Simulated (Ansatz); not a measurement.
Consider NbAgO₃ in the cubic perovskite structure (space group Pm-3m, No. 221; a = 3.950 Å; a cell from a computed database, its experimental status unchecked).

Now apply this change: cell and atoms relaxed at a pressure of 0.3 GPa.

Levels (all Ansatz, a program for electronic structure, PAW, earlier PAW set): PBEsol (420 eV, scalar-relativistic without spin-orbit coupling); PBEsol+SOC (420 eV, with spin-orbit coupling).

The geometry is relaxed with PBEsol.

PBEsol lowest conduction level above the VBM at special points: X 1.41 eV; Γ 1.59 eV; R 3.35 eV; M 4.11 eV
PBEsol smallest direct gap: 1.58 eV
PBEsol width of the top valence band: 1.16 eV

Question: How does going to PBEsol+SOC change the lowest conduction level above the VBM at special points, smallest direct gap and width of the top valence band?

Answer: The lowest conduction level above the VBM at special points goes from X 1.41 eV; Γ 1.59 eV; R 3.35 eV; M 4.11 eV to X 1.39 eV; Γ 1.53 eV; R 3.33 eV; M 4.06 eV; the smallest direct gap decreases by 0.12 eV (1.58 eV → 1.46 eV); the width of the top valence band falls by 0.02 eV, from 1.16 eV to 1.14 eV.

Single points use the geometry relaxed with PBEsol. Differences between runs with and without spin-orbit coupling are approximate. Load acts through the strain it causes; cell and atoms are relaxed under it. Stability against distortions was not tested. Many cubic perovskites are stable only at high temperature; tilts and polar distortions were not tested.
